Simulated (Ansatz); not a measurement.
Abridged Ansatz (an electronic-structure program) output:

```
Relaxation: its limit of steps is 50 (relax.max_steps)
Pseudopotential: Cs, paw, valence charge 9
Pseudopotential: Sn, paw, valence charge 14
Pseudopotential: I, paw, valence charge 17
Crystal: 5 atoms, lattice volume = 205.965 Å³
Basis set: ecut = 420 eV, 3959 PW (Γ), exchange–correlation on 80×80×80 points (8 copies of the dense FFT grid, shifted against one another)
Bands: 45, of which v1, the nominal top of the filled ones, is band 37 counted from 1 (36 counted from 0)
Symmetry: 48 space group operations
k-points: 20 of 216
Functional: x = pbe(κ = 0.804, μ = 0.2195149727645171), c = pbe(β = 0.06672455060314922)
SCF iter   1: F=—  HF=-34239.980827 eV  |F-HF|=—  |Δ(HF+E_count)|=         —  Δρ=2.68e-2  dr2=3.28e0  ethr=3.10e-3  ⟨swp⟩=10.3  Hψ=4310  notcnv=0  defer=3
SCF iter   2: F=—  HF=-34238.831602 eV  |F-HF|=—  |Δ(HF+E_count)|=    1.15e0  Δρ=1.10e-2  dr2=6.91e-1  ethr=3.10e-3  ⟨swp⟩=4.3  Hψ=1739  notcnv=0  defer=41
SCF 1 converged in 10 iterations: F = -34238.529894 eV  dr2 = 1.21e-10
relax step   1: F+E_penalty+E_count = -34238.52989450 eV  Δ(F+E_penalty+E_count) = +0.000e0 eV  max|allowed force component| = 3.184e-29 eV/Å  Δτ_max = 0.0000 Å  (10 SCF iters, accepted)
SCF converged after 10 iterations
Free energy (F): -34238.529894 eV
Internal energy: -34238.528620 eV  (E = F + TS)
E sigma→0 (E₀):  -34238.529257 eV
Entropy (-TS):   -0.001274 eV (-0.255 meV/atom)
Fermi energy:    7.357077 eV
--- Forces (eV/Å), atoms counted from 1 ---
  atom   1  Cs    -0.00000000    -0.00000000    -0.00000000
  atom   2  Sn     0.00000000     0.00000000     0.00000000
  atom   3  I      0.00000000    -0.00000000    -0.00000000
  atom   4  I     -0.00000000    -0.00000000     0.00000000
  atom   5  I     -0.00000000    -0.00000000    -0.00000000
--- Stress (GPa, compression-positive) ---
        4.416830       0.000000      -0.000000
        0.000000       4.416830       0.000000
        0.000000       0.000000       4.416830
  P = ⅓ Tr σ = 4.4168 GPa (44.168 kbar)
--- Relaxed structure (1 steps of the walk, 1 accepted, 0 SCFs on fresh bases) ---
  atoms:
    - { symbol: Cs, position: [0.0, 0.0, 0.0] }
    - { symbol: Sn, position: [0.5, 0.5, 0.5] }
    - { symbol: I, position: [0.0, 0.5, 0.5] }
    - { symbol: I, position: [0.5, 0.5, 0.0] }
    - { symbol: I, position: [0.5, 0.0, 0.5] }
```

Problem. What was computed, and what are the main results?

Solution. CsSnI3, 5 atoms in the cell, with PBE in Ansatz (plane waves to 420 eV, PAW, without spin-orbit coupling), earlier PAW set. The last SCF converged to F = -34238.529894 eV, or -6847.7060 eV per atom, at a pressure of 4.42 GPa. The total energy compares only with runs of the same code, potentials and settings.

A case with no gap was solved on a k-mesh chosen for an insulator, which is coarse for it. Spin-orbit coupling, missing from the scalar runs, can matter with I. The cells carry an imposed strain or load. Whether these cells are dynamically stable was not tested. All final runs are without spin polarisation. The cell was made from CsSnI₃ in the cubic perovskite structure (space group Pm-3m, No. 221) by this change: isotropic strain −5.83 %. Many cubic perovskites are stable only at high temperature; tilts and polar distortions were not tested.

Keys are those of Ansatz 0.2.
